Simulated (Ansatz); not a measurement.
An Ansatz (a program for electronic structure) run: Be with a change (isotropic strain −3.00 %); DFT with PBEsol, PAW potentials and a 420 eV plane-wave cutoff in Ansatz, without spin-orbit coupling.

Input:

Ansatz 0.2 input:
```yaml
crystal:
  lattice:
    - [2.1874982532, 0, 0]
    - [-1.0937491266, 1.894429058, 0]
    - [0, 0, 3.4512594831]
  atoms:
    - { symbol: Be, position: [0.6666666667, 0.3333333333, 0.75] }
    - { symbol: Be, position: [0.3333333333, 0.6666666667, 0.25] }
basis: { ecutwfc: 420, ecutrho_ratio: 4, xc_grid: 2, fft_grid_basis: typed }
kpoints: { mp_grid: { grid: [29, 29, 16] } }
hamiltonian:
  xc: pbesol
  dispersion: none
  pseudopotentials: { kind: paw }
scf: { occupations: { method: fermi_dirac, width: 0.1 }, convergence: { dr2_threshold: 0.0000000002 } }
relax: { f_tol: 0.005, max_steps: 50 }
output: { forces: true, stress: true }
checkpoint: { write: state.ck, write_every: 1000 }
```

Output:

```
Relaxation: its limit of steps is 50 (relax.max_steps)
WARN ansatz: RAYON_NUM_THREADS=1 ignored (pool sized by the plan → 1); use --threads N
Pseudopotentials: kind: paw
Pseudopotential: Be, paw, valence charge 2
Functional definition: PBEsol
Crystal: 2 atoms, lattice volume = 14.302 Å³
Basis set: ecut = 420 eV, 287 PW (Γ), exchange–correlation on 30×30×48 points (8 copies of the dense FFT grid, shifted against one another)
Bands: 6, of which v1, the nominal top of the filled ones, is band 2 counted from 1 (1 counted from 0)
Symmetry: 24 space group operations
Space group: P63/mmc (ITA 194), of the structure as read, at distance tolerance 2.4e-5 Å
k-points: 765 of 13456
PAW frozen core: Be, regenerated for the run's functional, and the local potential with it
Initial density: superposition of atomic densities (neutral atoms: chi_scale 0, normalization atom), corrected by the library's trained network
Initial wavefunctions: pseudopotential atomic-orbital guess
Eigensolver: davidson
Functional: x = pbesol(κ = 0.804, μ = 0.12345679012345678), c = pbesol(β = 0.046)
SCF iter   1: F=—  HF=-180.650765 eV  |F-HF|=—  |Δ(HF+E_count)|=         —  Δρ=1.84e-3  dr2=3.47e-4  ethr=1.77e-3  ⟨swp⟩=5.4  Hψ=39826  notcnv=0
all-band conjugate gradients solve this SCF's bands
preconditioner: auto → none
SCF iter   2: F=—  HF=-180.650654 eV  |F-HF|=—  |Δ(HF+E_count)|=   1.11e-4  Δρ=1.12e-3  dr2=1.31e-4  ethr=8.68e-6  ⟨swp⟩=1.3  Hψ=10928  notcnv=0
SCF iter   3: F=—  HF=-180.650575 eV  |F-HF|=—  |Δ(HF+E_count)|=   7.99e-5  Δρ=2.86e-5  dr2=6.45e-8  ethr=3.28e-6  ⟨swp⟩=1.1  Hψ=4761  notcnv=0
SCF iter   4: F=—  HF=-180.650557 eV  |F-HF|=—  |Δ(HF+E_count)|=   1.75e-5  Δρ=6.92e-6  dr2=4.92e-9  ethr=1.61e-9  ⟨swp⟩=2.0  Hψ=6141  notcnv=0
iter 5 did not close the SCF: its close was put off for the readings that it lacked (scf_convergence_deferred on its scf_iter line)
SCF iter   5: F=-180.650557 eV  HF=-180.650557 eV  |F-HF|=4.46e-12  |Δ(HF+E_count)|=   1.19e-9  Δρ=4.02e-7  dr2=1.66e-11  ethr=1.23e-10  ⟨swp⟩=1.0  Hψ=4590  notcnv=0
SCF iter   6: F=-180.650557 eV  HF=-180.650557 eV  |F-HF|=8.53e-14  |Δ(HF+E_count)|=  2.76e-12  Δρ=2.38e-8  dr2=2.00e-14  ethr=1.00e-12  ⟨swp⟩=2.0  Hψ=13014  notcnv=0
SCF 1 converged in 6 iterations: F = -180.650557 eV  dr2 = 2.00e-14
relax step   1: F+E_penalty+E_count = -180.65055705 eV  Δ(F+E_penalty+E_count) = +0.000e0 eV  max|allowed force component| = 9.252e-17 eV/Å  Δτ_max = 0.0000 Å  (6 SCF iters, accepted)
the relaxation is at rest under the 24 symmetry operations that the run kept from its start: a minimum is not shown …
SCF converged after 6 iterations
Free energy (F): -180.650557 eV
Harris-Foulkes:  -180.650557 eV  (|F-HF|=8.53e-14)
Internal energy: -180.647008 eV  (E = F + TS)
E sigma→0 (E₀):  -180.648783 eV
Entropy (-TS):   -0.003549 eV (-1.774 meV/atom)
Fermi energy:    9.134839 eV
--- Per-component energies (eV) ---
  E_band       = 14.832209
  E_kinetic    = 44.922564
  E_local      = 6.426102  (includes V_loc(G=0)·N_el)
  E_nonlocal   = 9.327520
  E_hartree    = 0.091048
  E_xc         = -40.447597
  E_vxc        = -43.112360  (∫ρ·V_xc dr)
  E_paw        = -114.654691  (= ΣΔE_a)
  E_vpaw       = -2.913712  (= ΣTr[D̂ρ^β])
  E_aug_tail   = -0.000001  (compensation charges beyond the density's cutoff)
  E_ewald      = -86.331016
  E_core_change = 0.019063  (= ΣΔE_core)
  E_smearing   = -0.003549  (= −TS)
  E_closure    = 0.000000  (closes the sum)
  Σ components = -180.650557   (vs F -180.650557, Δ=0.00e0)
  [band-id]    e_kinetic+e_local+e_nonlocal+2·e_hartree+e_vxc+e_vpaw+e_augmentation_tail = 14.832209   (vs E_band 14.832209, Δ=-1.66e-8)
--- Forces (eV/Å), atoms counted from 1 ---
  atom   1  Be     0.00000000    -0.00000000     0.00000000
  atom   2  Be     0.00000000     0.00000000     0.00000000
  max |Σ_I F_I| component: 1.11e-16 eV/Å
--- Stress (GPa, compression-positive) ---
       12.644388      -0.000000       0.000000
        0.000000      12.644388       0.000000
        0.000000       0.000000      14.333692
  P = ⅓ Tr σ = 13.2075 GPa (132.075 kbar)
  The stress holds the Pulay correction. Without it, at fixed plane waves, as pw.x and ABINIT print it: P = 13.1816 GPa
  The stress includes an estimate of the error left by incomplete SCF convergence (largest component 0.0000 GPa).
--- Band table ---
  band table: none
--- Relaxed structure (1 steps of the walk, 1 accepted, 0 SCFs on fresh bases) ---
  F+E_penalty+E_count = -180.65055705 eV   max|allowed force component| = 9.252e-17 eV/Å
  atoms:
    - { symbol: Be, position: [0.6666666666666666, 0.3333333333333333, 0.75] }
    - { symbol: Be, position: [0.3333333333333333, 0.6666666666666666, 0.24999999999999997] }
```

Whether these cells are dynamically stable was not tested. The cell was made from Be in the hcp (Mg type) structure (space group P6_3/mmc, No. 194) by this change: isotropic strain −3.00 %.
